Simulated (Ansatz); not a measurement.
Consider the following.

```
CELL_PARAMETERS angstrom
      0.00000     3.50966     3.50966
      3.50966     0.00000     3.50966
      3.50966     3.50966     0.00000
ATOMIC_POSITIONS crystal
  Ba 0.00000 0.00000 0.00000
  Te 0.50000 0.50000 0.50000
```

A single point on BaTe with a change (pressure −1 GPa), its geometry relaxed with PBEsol.

Calculations: HSE06/PAW in Ansatz (an electronic-structure program), with spin-orbit coupling. k-mesh 6×6×6 (Γ-centred); smearing 0.01 eV (Fermi–Dirac).

**Question.** Predict the band gap and valence-band top at Γ.

**Answer.** Band gap: 2.01 eV
Valence-band top at Γ (three highest Kramers pairs, from the VBM): 0.00, 0.00, -0.92 eV

Single points use the geometry relaxed with PBEsol. The hybrid gap comes from the SCF mesh plus the semilocal run's edge points and a few special points and is an upper bound. Load acts through the strain it causes; cell and atoms are relaxed under it. Whether these cells are dynamically stable was not tested. The cell was made from BaTe in the rock salt structure (space group Fm-3m, No. 225) by this change: pressure −1 GPa.
